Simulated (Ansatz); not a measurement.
The starting structures come from a database of crystals and need not be the phases stable at ambient conditions.

 Where the default PAW files enter, the runs use the earlier of Ansatz's two default sets.

By PBEsol, the system below comes out a metal.

Without scattering a metal conducts by its projected Fermi surface.

Data:

```yaml
crystal:
  lattice:
    - [5.40911, 0.00000, 0.00000]
    - [0.00000, 7.03564, 0.00000]
    - [0.00000, 3.51782, 2.03101]
  atoms:
    - { symbol: Ba, position: [0.00000, 0.00000, 0.00000] }
    - { symbol: Si, position: [0.43576, 0.33333, 0.00000] }
    - { symbol: Si, position: [0.56424, 0.66667, 0.00000] }
```

Space group of this cell: P-3m1. The cell is taken as given; by PBEsol its mean pressure is -2.4 GPa.

The current flows along the normal of the first two printed cell vectors, the (110) plane of the conventional cell. No spin-orbit coupling; the value is a mean over 0.1 eV about the Fermi level.

Task: State the ballistic conductance per area according to PBEsol (Ansatz, a first-principles code).

Result: 0.31 × 10¹⁵ S/m² for both spins.
